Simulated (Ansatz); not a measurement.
## GaN: response to strain

Take GaN in the zinc blende structure (space group F-43m, No. 216) as the base.

```yaml
crystal:
  lattice:
    - [0.00000, 2.24895, 2.24895]
    - [2.24895, 0.00000, 2.24895]
    - [2.24895, 2.24895, 0.00000]
  atoms:
    - { symbol: Ga, position: [0.00000, 0.00000, 0.00000] }
    - { symbol: N, position: [0.25000, 0.25000, 0.25000] }
```

Strains are applied to the cell and any free atomic positions relax.

Calculations: Kohn–Sham DFT with the r2SCAN functional, run in Ansatz (a program for electronic structure) with PAW and 500 eV plane waves, without spin-orbit coupling.

Before the change:

```
Property    Value
--------  -------
Band gap  2.17 eV
```

Task: The aim is a band gap between 1.81 eV and 1.97 eV. Which of these changes reaches it?
A. isotropic strain +3.00 %
B. isotropic strain +2.50 %
C. isotropic strain +0.50 %
D. isotropic strain +1.50 %

Result: D, isotropic strain +1.50 %. It gives 1.87 eV; isotropic strain +3.00 % gives 1.57 eV; isotropic strain +2.50 % gives 1.67 eV; isotropic strain +0.50 % gives 2.07 eV. Changes not listed may reach it too

Stability against distortions was not tested. This is not the structure that GaN has at room temperature and ambient pressure.
